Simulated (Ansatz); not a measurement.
Ansatz (a program for electronic structure) run on Bi2Pt3S2 (I2_13, 14 atoms in the cell): self-consistent single point.

Computed with LDA (PW92), default PAW files made with PBE (plane waves; Ansatz).

```yaml
crystal:
  lattice:
    - [-4.20555, 4.20555, 4.20555]
    - [4.20555, -4.20555, 4.20555]
    - [4.20555, 4.20555, -4.20555]
  atoms:
    - { symbol: Bi, position: [0.50000, 0.00000, 0.48640] }
    - { symbol: Bi, position: [0.01360, 0.01360, 0.01360] }
    - { symbol: Bi, position: [0.00000, 0.48640, 0.50000] }
    - { symbol: Bi, position: [0.48640, 0.50000, 0.00000] }
    - { symbol: Pt, position: [0.25000, 0.53670, 0.28670] }
    - { symbol: Pt, position: [0.75000, 0.96330, 0.21330] }
    - { symbol: Pt, position: [0.28670, 0.25000, 0.53670] }
    - { symbol: Pt, position: [0.21330, 0.75000, 0.96330] }
    - { symbol: Pt, position: [0.53670, 0.28670, 0.25000] }
    - { symbol: Pt, position: [0.96330, 0.21330, 0.75000] }
    - { symbol: S, position: [0.94840, 0.50000, 0.00000] }
    - { symbol: S, position: [0.00000, 0.94840, 0.50000] }
    - { symbol: S, position: [0.55160, 0.55160, 0.55160] }
    - { symbol: S, position: [0.50000, 0.00000, 0.94840] }
```

Reference input (self-consistent single point, DFT, LDA (PW92), plane waves, default PAW files made with PBE): basis.ecutwfc = 420 eV; kpoints.mp_grid.grid = 3 3 3; hamiltonian.xc = lda; hamiltonian.pseudopotentials = {kind: paw} (the program's default PAW files); scf.occupations.method = methfessel_paxton; scf.occupations.width = 0.1 eV. This run's input differs from it in these lines:

Ansatz 0.2 input:
```diff
@@ -22,3 +22,3 @@
 basis:
-  ecutwfc: 420.0
+  ecutwfc: 250.0
 kpoints:
```

Output (repeated stretches shortened):

```
SCF iter   1: F=—  HF=-125282.710859 eV  |F-HF|=—  |Δ(HF+E_count)|=         —  Δρ=2.65e-2  dr2=9.71e-1  ethr=1.77e-3  ⟨swp⟩=5.5  Hψ=1679  notcnv=0  defer=8
all-band conjugate gradients solve this SCF's bands
preconditioner: auto → Resta (q_TF=auto, 2.536 Å⁻¹)
SCF iter   2: F=—  HF=-125282.375556 eV  |F-HF|=—  |Δ(HF+E_count)|=   3.35e-1  S|Δr|=    0.00e0  Δρ=1.15e-2  dr2=1.35e-1  ethr=5.06e-4  ⟨swp⟩=3.0  Hψ=953  notcnv=0  defer=45
   [... lines left out ...]
SCF iter   5: F=—  HF=-125282.318907 eV  |F-HF|=—  |Δ(HF+E_count)|=   1.30e-5  S|Δr|=    0.00e0  Δρ=2.85e-5  dr2=2.98e-6  ethr=3.77e-8  ⟨swp⟩=2.2  Hψ=637  notcnv=0  defer=45
SCF iter   6: F=—  HF=-125282.318906 eV  |F-HF|=—  |Δ(HF+E_count)|=   3.34e-7  S|Δr|=    0.00e0  Δρ=5.41e-6  dr2=1.28e-7  ethr=1.55e-9  ⟨swp⟩=2.0  Hψ=623  notcnv=0  defer=45
SCF iter   7: F=-125282.318906 eV  HF=-125282.318906 eV  |F-HF|=1.44e-9  |Δ(HF+E_count)|=   3.75e-9  S|Δr|=    0.00e0  Δρ=1.13e-6  dr2=5.00e-9  ethr=5.21e-11  ⟨swp⟩=10.2  Hψ=1928  notcnv=0
SCF 1 converged in 7 iterations: F = -125282.318906 eV  dr2 = 5.00e-9
Stability not checked (fill_not_monotonic)
Free energy (F): -125282.318906 eV
Internal energy: -125282.313071 eV  (E = F + TS)
E sigma→0 (E₀):  -125282.317448 eV
Entropy (-TS):   -0.005835 eV (-0.417 meV/atom)
Fermi energy:    13.362492 eV
--- Forces (eV/Å), atoms counted from 1 ---
  atom   1  Bi    -0.08166191    -0.08166191     0.08166191
  atom   2  Bi     0.08166191     0.08166191     0.08166191
  atom   3  Bi    -0.08166191     0.08166191    -0.08166191
  atom   4  Bi     0.08166191    -0.08166191    -0.08166191
   [... lines left out ...]
  atom  14  S      0.26498928     0.26498928    -0.26498928
--- Stress (GPa, compression-positive) ---
       -3.144179       0.000000       0.000000
        0.000000      -3.144179       0.000000
       -0.000000      -0.000000      -3.144179
  P = ⅓ Tr σ = -3.1442 GPa (-31.442 kbar)
  The stress holds the Pulay correction. Without it, at fixed plane waves, as pw.x and ABINIT print it: P = -55.4376 GPa
```

The run converged in 7 iterations. Against the reference run the free energy goes up by 991 meV/atom, the pressure stays at -3.14 GPa and the largest force goes from 0.504 to 0.459 eV/Å.

The starting cell comes from a database of published, mostly measured structures (it also holds non-ambient and calculated ones), without a prior relaxation at this level. Spin polarisation is off. Ansatz's pressure includes its estimate of the finite-basis (Pulay) stress. Without the estimate this run gives -55.44 GPa. The cutoff lies below the one recommended for these files.
